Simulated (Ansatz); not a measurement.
## A computed series for Ge: response to strain

Start from Ge in the diamond structure (space group Fd-3m, No. 227; a = 5.674 Å). Axes: x, y, z lie along the cube axes.

Strains are applied to the cell and any free atomic positions relax; under biaxial strain the out-of-plane vector relaxes too.

Level of theory: r2SCAN (Ansatz, a program for electronic structure, PAW, no spin-orbit coupling).

Notes on the quantities. energy relative to the base: free energy F.

```json
[
 {"case": "base", "volume per atom": "22.84 Å³", "band gap": "0.36 eV", "energy relative to the base": "0 meV/atom"},
 {"case": "biaxial strain +0.50 %, plane normal [001], relaxed out of plane", "volume per atom": "22.99 Å³", "band gap": "0.25 eV", "energy relative to the base": "+0.5 meV/atom"},
 {"case": "biaxial strain +1.00 %, plane normal [001], relaxed out of plane", "volume per atom": "23.14 Å³", "band gap": "0.14 eV", "energy relative to the base": "+1.9 meV/atom"},
 {"case": "biaxial strain +1.50 %, plane normal [001], relaxed out of plane", "volume per atom": "23.29 Å³", "band gap": "zero", "energy relative to the base": "+4.3 meV/atom"}
]
```

Stability against distortions was not tested. Gaps under 0.05 eV, about the width of the smearing, are given as zero. The zero or small gap of Ge under biaxial strain +0.50 %, plane normal [001], relaxed out of plane, Ge under biaxial strain +1.00 %, plane normal [001], relaxed out of plane and Ge under biaxial strain +1.50 %, plane normal [001], relaxed out of plane can change with the level of theory.
